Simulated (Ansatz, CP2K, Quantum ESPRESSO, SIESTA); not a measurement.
Ni₃Se₂ (P1, 5 atoms in the cell) computed with different codes at matched settings

Self-consistent single point, at a second geometry (atoms moved at random). First geometry:

```
CELL_PARAMETERS angstrom
      2.93861     1.69661     2.35543
     -2.93861     1.69661     2.35543
      0.00000    -3.39322     2.35543
ATOMIC_POSITIONS crystal
  Ni 0.24677 0.75323 0.00000
  Ni 0.00000 0.24677 0.75323
  Ni 0.75323 0.00000 0.24677
  Se 0.25788 0.25788 0.25788
  Se 0.74212 0.74212 0.74212
```

Second geometry:
```xyz
5
Lattice="2.9386 1.6966 2.3554 -2.9386 1.6966 2.3554 0.0000 -3.3932 2.3554" Properties=species:S:1:pos:R:3 pbc="T T T"
Ni    -1.5101     1.7211     2.3489
Ni    -0.6680    -2.1336     2.3464
Ni     2.2167     0.3987     2.3671
Se    -0.0245     0.0640     1.8176
Se    -0.0141    -0.0502     5.2526
```

Shared settings, as Ansatz (a quantum-chemistry and plane-wave program) writes them: kpoints.mp_grid.grid = 7 7 7; scf.occupations.method = gaussian; scf.occupations.width = 0.1 eV. Potentials and cutoffs stand in the table.

```json
[
 {"code": "Ansatz", "model": "LDA (PW92), PAW files made with PBE", "ΔF from the first geometry (meV/atom)": "14.0", "pressure (GPa)": "0.89", "largest force (eV/Å)": "0.797", "cutoff": "default"},
 {"code": "SIESTA", "model": "LDA PW92, numerical atomic orbitals DZP, PseudoDojo LDA standard norm-conserving potentials (rewritten from UPF to PSML)", "ΔF from the first geometry (meV/atom)": "16.8", "pressure (GPa)": "3.56", "largest force (eV/Å)": "1.373", "cutoff": "grid 400 Ry"},
 {"code": "Quantum ESPRESSO", "model": "LDA (PZ), PSlibrary PAW (LDA) pseudopotentials", "ΔF from the first geometry (meV/atom)": "14.8", "pressure (GPa)": "1.77", "largest force (eV/Å)": "0.882", "cutoff": "50 Ry"},
 {"code": "CP2K", "model": "LDA (Pade form), GPW, DZVP-MOLOPT-SR-GTH basis, GTH-PADE potentials (GTH_POTENTIALS)", "ΔF from the first geometry (meV/atom)": "14.8", "pressure (GPa)": "1.68", "largest force (eV/Å)": "0.912", "cutoff": "grid 600 Ry"}
]
```

Size of the force on each atom (eV/Å): Sizes of forces hide their directions.

| code | Ni1 | Ni2 | Ni3 | Se4 | Se5 |
|---|---|---|---|---|---|
| Ansatz | 0.328 | 0.767 | 0.201 | 0.797 | 0.644 |
| SIESTA | 0.374 | 0.979 | 0.184 | 1.373 | 1.265 |
| Quantum ESPRESSO | 0.341 | 0.817 | 0.196 | 0.882 | 0.734 |
| CP2K | 0.329 | 0.817 | 0.184 | 0.912 | 0.761 |

On Ansatz's run: spin polarisation is off, so a magnetic state, if there is one, cannot be reached.

The spread over the programs that give each value: ΔF from the first geometry within 2.8 meV/atom; pressure within 2.67 GPa; largest force within 0.576 eV/Å.

SIESTA and CP2K use small atom-centred bases, whose incompleteness enters pressures, forces and empty levels differently from a plane-wave cutoff. Ansatz's pressure is given at a fixed set of plane waves, as the other plane-wave codes print theirs; with its correction for the finite basis it is 0.96 GPa. The same LDA comes in different parametrisations, which differ slightly. In the pressure, SIESTA (by 2.23) lies more than 1 GPa from the median of the plane-wave programs. In the force vectors, SIESTA (by 0.727) and CP2K (by 0.106) lie more than 0.08 eV/Å from the median of the plane-wave programs.

The starting cell comes from a database of computed structures (which also holds hypothetical and non-ambient phases and stackings), without a prior relaxation at this level. Its lattice was rescaled by a random factor within 2.5 % of one. For this run, on top of that: atoms moved at random.

Keys are those of Ansatz 0.2.
